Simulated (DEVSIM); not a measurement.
Structure: Co/HfO2/SiO2/n-Si capacitor, at 250 K.

Layer 1 from the left is HfO2, thickness (nm) 8.00. Layer 2 from the left is SiO2, thickness (nm) 0.790. Layer 3 from the left is Si, thickness (nm) 1400, Nd (cm⁻³) 1.7e17.

Metal gate on the left, work function 5 eV. Fixed charge at the semiconductor interface 0 cm⁻² (in units of +e); interface traps 1e12 cm⁻² eV⁻¹, uniform in energy, neutral level at 0.3 of the gap above the valence band.

This is a model device: material constants are rounded textbook-type values typed into the input, and sizes, dopings and lifetimes were drawn at random. Values at 300 K; Nc and Nv go as T^1.5, mobilities as T to minus their exponent, the gap by Varshni's rule with the affinity fixed.

HfO2: gap (eV) 5.7, affinity (eV) 2.5, permittivity 22. SiO2: gap (eV) 9, affinity (eV) 0.9, permittivity 3.9. Si: gap (eV) 1.124, affinity (eV) 4.05, permittivity 11.7, Nc (cm⁻³) 2.86e19, Nv (cm⁻³) 3.1e19, Varshni α (eV/K) 0.000473, Varshni β (K) 636.

DEVSIM, 1D Poisson equation in equilibrium, Boltzmann statistics, complete ionisation; no quantum confinement or tunnelling. Metal contacts follow the ideal Schottky-Mott rule: no Fermi-level pinning, no interface dipoles.

What does the simulation give for the flat-band voltage, the threshold voltage (band bending 2φF), the minimum of the low-frequency capacitance?

flat-band voltage 0.92 V; threshold voltage (band bending 2φF) -0.25 V; minimum of the low-frequency capacitance 0.248 μF/cm².
